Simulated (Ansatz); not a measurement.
## SnTe, pressure series

The reference is SnTe in the rock salt structure (space group Fm-3m, No. 225; a = 6.370 Å).

Cell and atoms are relaxed at each pressure.

Computed with Ansatz (a first-principles code) r2SCAN, scalar-relativistic without spin-orbit coupling.

Computed cases, in order: pressure −2 GPa; pressure −1 GPa; 0 GPa (base); pressure 0.9 GPa; pressure 2.1 GPa; pressure 9 GPa; pressure 15 GPa; pressure 22.5 GPa; pressure 30 GPa.

### Question
Between which two neighbouring cases does the band gap open or close?

### Answer
Between pressure 0.9 GPa (0.07 eV) and pressure 2.1 GPa (zero). The whole series: pressure −2 GPa: 0.28 eV; pressure −1 GPa: 0.20 eV; 0 GPa (base): 0.13 eV; pressure 0.9 GPa: 0.07 eV; pressure 2.1 GPa: zero; pressure 9 GPa: zero; pressure 15 GPa: zero; pressure 22.5 GPa: zero; pressure 30 GPa: zero.

With Te present, leaving out spin-orbit coupling can change the band edges. Load acts through the strain it causes; cell and atoms are relaxed under it. Whether these cells are dynamically stable was not tested. Competing high-pressure phases were not computed. The final runs are not spin-polarised. A zero or small gap of SnTe can be the functional's error rather than a property of the material.
